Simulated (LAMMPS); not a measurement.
MD of Cu (fcc) at zero pressure over temperature, 4000 atoms; each row names its start.

Level of theory: classical MD, pair style eam, the elements' _smf7.eam files (smf7), run in LAMMPS.

| T (K), start | state | volume | enthalpy | first peak of g(r) | coordination number | D(Cu) |
|---|---|---|---|---|---|---|
| 100, crystal | crystal; no diffusion seen in 30 ps | 11.8714 ± 0.0001 Å³/atom | -3.5140 ± 0.0001 eV/atom | 2.55 Å, height 12.5 | 12.0 (counted to 3.10 Å) | - |
| 300, crystal | crystal; no diffusion seen in 30 ps | 11.9973 ± 0.0001 Å³/atom | -3.4611 ± 0.0001 eV/atom | 2.56 Å, height 7.4 | 12.0 (counted to 3.10 Å) | - |
| 810, crystal | crystal; no diffusion seen in 30 ps | 12.3604 ± 0.0005 Å³/atom | -3.3208 ± 0.0001 eV/atom | 2.55 Å, height 4.4 | 12.1 (counted to 3.18 Å) | - |
| 1020, crystal | crystal; no diffusion seen in 30 ps | 12.5395 ± 0.0005 Å³/atom | -3.2585 ± 0.0002 eV/atom | 2.55 Å, height 3.9 | 12.1 (counted to 3.22 Å) | - |
| 1220, crystal | crystal; no diffusion seen in 30 ps | 12.7323 ± 0.0002 Å³/atom | -3.1963 ± 0.0001 eV/atom | 2.55 Å, height 3.5 | 12.3 (counted to 3.26 Å) | - |
| 950, melt | liquid | 12.987 ± 0.003 Å³/atom | -3.1762 ± 0.0007 eV/atom | 2.50 Å, height 3.2 | 12.9 (counted to 3.42 Å) | (1.04 ± 0.02) × 10^-5 cm²/s |
| 1220, melt | liquid | 13.353 ± 0.002 Å³/atom | -3.0804 ± 0.0003 eV/atom | 2.49 Å, height 2.8 | 13.1 (counted to 3.50 Å) | (2.60 ± 0.02) × 10^-5 cm²/s |
| 1360, melt | liquid | 13.548 ± 0.001 Å³/atom | -3.0322 ± 0.0003 eV/atom | 2.49 Å, height 2.8 | 13.0 (counted to 3.50 Å) | (3.77 ± 0.03) × 10^-5 cm²/s |
| 1490, melt | liquid | 13.738 ± 0.001 Å³/atom | -2.9869 ± 0.0003 eV/atom | 2.49 Å, height 2.6 | 12.8 (counted to 3.50 Å) | (4.86 ± 0.08) × 10^-5 cm²/s |
| 1700, melt | liquid | 14.034 ± 0.002 Å³/atom | -2.9176 ± 0.0003 eV/atom | 2.48 Å, height 2.5 | 12.6 (counted to 3.50 Å) | (6.9 ± 0.1) × 10^-5 cm²/s |
| 1900, melt | liquid | 14.330 ± 0.003 Å³/atom | -2.8521 ± 0.0004 eV/atom | 2.47 Å, height 2.4 | 12.6 (counted to 3.54 Å) | (8.8 ± 0.1) × 10^-5 cm²/s |
| 2170, melt | liquid | 14.755 ± 0.003 Å³/atom | -2.7637 ± 0.0004 eV/atom | 2.46 Å, height 2.3 | 12.6 (counted to 3.58 Å) | (1.14 ± 0.02) × 10^-4 cm²/s |

Measured linear expansion coefficient: 16.50 1e-6/K at 293 K (Kaye and Laby Online (NPL), 2.3.5 Thermal expansion).

Measured melting point: 1358 K (Wikipedia, Melting points of the elements (data page)).

Caution (row 950, melt): this liquid lies under the melting point of about 1240 K that EAM-type smf7 gives, so it is undercooled.

From the crystal rows between 100 and 300 K, estimate the mean linear expansion coefficient and the heat capacity. The slope of ln V over three gives 18 × 10^-6 /K, and dH/dT = 3.1 kB/atom. Nuclei are classical here, so the heat capacity stays near 3 kB/atom, where a real crystal's falls off below its Debye temperature.

Fit an Arrhenius law to the diffusion of Cu in the liquid. ln D against 1/T from 950 to 2170 K gives an activation energy of 0.35 eV and D0 = 0.00075 cm²/s.

States go by the mean squared displacement: a species diffuses where it passes 1.5 Å², still rises and gives D over 1e-6 cm²/s; a crystal has left its structure where atoms lie 0.35 Å off their sites on average or a cubic box changes its shape by 3 %, or the axial ratios of another lie 8 % off the starting cell's, which the potential's own relaxation can also do.

Errors of D are the spread over four groups of atoms in one short run; a floor of about 5 %, a picked value, is safer.

The ± values are statistical; the model's systematic error is not in them.
